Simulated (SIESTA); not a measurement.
Band structure of Li₂Pd (P6/mmm, 3 atoms in the cell).

```xyz
3
Lattice="4.2051 0.0000 0.0000 -2.1026 3.6417 0.0000 0.0000 0.0000 2.6799" Properties=species:S:1:pos:R:3 pbc="T T T"
Li     0.0000     2.4278     1.3399
Li     2.1026     1.2139     1.3399
Pd     0.0000     0.0000     0.0000
```

Method of the run: GGA PBEsol, numerical atomic orbitals TZP, PseudoDojo PBEsol standard norm-conserving potentials (rewritten from UPF to PSML) (SIESTA).

Settings: XC.functional = GGA; XC.authors = PBEsol; potentials = PseudoDojo PBEsol standard; PAO.BasisSize = TZP; PAO.EnergyShift = 0.01 Ry; MeshCutoff = 300 Ry; kgrid.MonkhorstPack = 9 9 12; OccupationFunction = FD; ElectronicTemperature = 1160.45 K; PAO.Polarization.NonPerturbative = true; MaxSCFIterations = 150; SCF.Mixer.Method = Pulay; SCF.Mixer.Weight = 0.1; SCF.Mixer.History = 8.

The starting cell comes from a database of computed structures (which also holds hypothetical and non-ambient phases and stackings), without a prior relaxation at this level. Spin polarisation is off. Values carry the incompleteness of an atom-centred basis.

Levels in eV from the Fermi level, bands 9 to 14:
```tsv
point	9	10	11	12	13	14
Γ	-3.12	-3.12	-1.17	-1.17	4.18	4.18
M	-2.32	-1.91	-1.83	-1.26	-1.19	0.71
K	-2.86	-2.37	-1.23	-1.23	-0.57	-0.57
A	-3.29	-2.18	-2.18	0.77	1.77	6.95
L	-2.67	-1.89	-1.18	0.66	1.32	3.90
H	-2.29	-2.29	-1.15	1.42	2.16	2.16
```

Bands cross the Fermi level along this path, so the cell is metallic at this level.

Higher empty bands are left out: an atom-centred basis made for the valence describes them poorly.
